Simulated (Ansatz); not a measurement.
**PBE against r2SCAN: CoPdO2, pressure 1.8 GPa**

Consider CoPdO₂ (space group R-3m, No. 166; a = 2.862 Å, c = 17.834 Å (hexagonal axes); non-magnetic).

(Cell as relaxed with PBE.)

Levels (all Ansatz, a quantum-chemistry and plane-wave program, PAW): PBE (420 eV, without spin-orbit coupling); r2SCAN (500 eV, spin-orbit coupling left out).

Each level relaxes its own structure.

| base | PBE | r2SCAN |
|---|---|---|
| volume per atom | 10.54 Å³ | 10.23 Å³ |
| lattice parameter a | 286.2 pm | 282.6 pm |
| band gap | zero | zero |

Modification: cell and atoms relaxed at a pressure of 1.8 GPa.

```
quantity                  PBE  r2SCAN
-------------------  --------  ------
lattice parameter a  285.1 pm       …
c/a ratio               6.245       …
```

**Question.** Given the PBE results, estimate those of r2SCAN.

**Answer.** 
- lattice parameter a, r2SCAN: 281.7 pm
- c/a ratio, r2SCAN: 6.295

PBE's lattice parameter a lies 3.49 pm above r2SCAN's (1.2 %); PBE's c/a ratio lies 0.050 below r2SCAN's. Neither level is exact; r2SCAN is the comparison here, not a measurement.

Load acts through the strain it causes; cell and atoms are relaxed under it. Whether these cells are dynamically stable was not tested. Seeded moments were not kept for the base. No Hubbard U is applied and the magnetic state is the run's own (CoPdO2 not spin-polarised; CoPdO2 non-magnetic); other magnetic orders, which need larger cells, were not tried and can change the gap. The final runs are not spin-polarised. An odd electron count without spin: CoPdO2.
